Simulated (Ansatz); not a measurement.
**Convergence study of the k-point mesh for Pd (P-3m1, 2 atoms in the cell)**

```xyz
2
Lattice="2.7753 0.0000 0.0000 -1.3877 2.4035 0.0000 0.0000 0.0000 4.6150" Properties=species:S:1:pos:R:3 pbc="T T T"
Pd     1.3877     0.8012     3.5113
Pd     0.0000     1.6023     1.1538
```
Moments meant for the start (each program seeds them in its own way; μB, in the order of the atoms Pd Pd): 1.0 1.0.

Computed with LDA (PW92), default PAW files made with PBE (plane waves; Ansatz, a program for electronic structure).

Base settings: basis.ecutwfc = 420 eV; kpoints.mp_grid.grid = 14 14 7; hamiltonian.xc = lda; hamiltonian.pseudopotentials = {kind: paw} (the program's default PAW files); magnetization.spin_polarized = true; scf.occupations.method = fermi_dirac; scf.occupations.width = 0.1 eV.

Only quantities that move along the ladder and can be compared are tabulated.

The starting cell comes from a database of computed structures (which also holds hypothetical and non-ambient phases and stackings), without a prior relaxation at this level. Its lattice was rescaled by up to half a per cent. One atom was moved a little off its site on purpose. The starting moments vanished: the run ended non-magnetic. The program warned that a starting moment was not kept. In the base run, with a pressure of about -14 GPa the cell is away from its equilibrium volume at this level. Ansatz's pressure includes its estimate of the finite-basis (Pulay) stress.

```csv
kpoints.mp_grid.grid,free energy less the last step's (meV/atom),pressure (GPa),largest difference of a force vector from the last step's (eV/Å),net moment (μB/atom)
2 2 1,862.75,5.79,0.103,0.052
4 4 2,-9.93,-12.72,0.036,0.278
5 5 3,76.06,-11.40,0.017,0.000
6 6 4,-11.83,-14.36,0.012,0.000
8 8 4,14.11,-13.70,0.003,0.000
10 10 5,-4.02,-13.94,0.004,0.000
12 12 6,-2.51,-13.83,0.001,0.000
14 14 7,0.72,-13.83,0.001,0.000
14 14 8,0.72,-13.82,0.001,0.000
18 18 9,-0.23,-13.81,0.000,0.000
22 22 11,0.09,-13.83,0.000,0.000
27 27 14,0.06,-13.82,0.000,0.000
33 33 17,0.00,-13.82,0.000,0.000
36 36 19,0.00,-13.82,0.000,0.000
45 45 23,0.00,-13.82,0.000,0.000
```

Coarsest kpoints.mp_grid.grid that holds the net moment within 0.01 μB/atom of the last step, with all finer ones: 5 5 3; the step before is off by 0.28 μB/atom.

Coarsest kpoints.mp_grid.grid that holds the pressure within 0.05 GPa of the last step, with all finer ones: 12 12 6; the step before is off by 0.11 GPa.

Coarsest kpoints.mp_grid.grid that holds the free energy within 1 meV/atom of the last step, with all finer ones: 14 14 7; the step before is off by 2.5 meV/atom.

Keys are those of Ansatz 0.2.
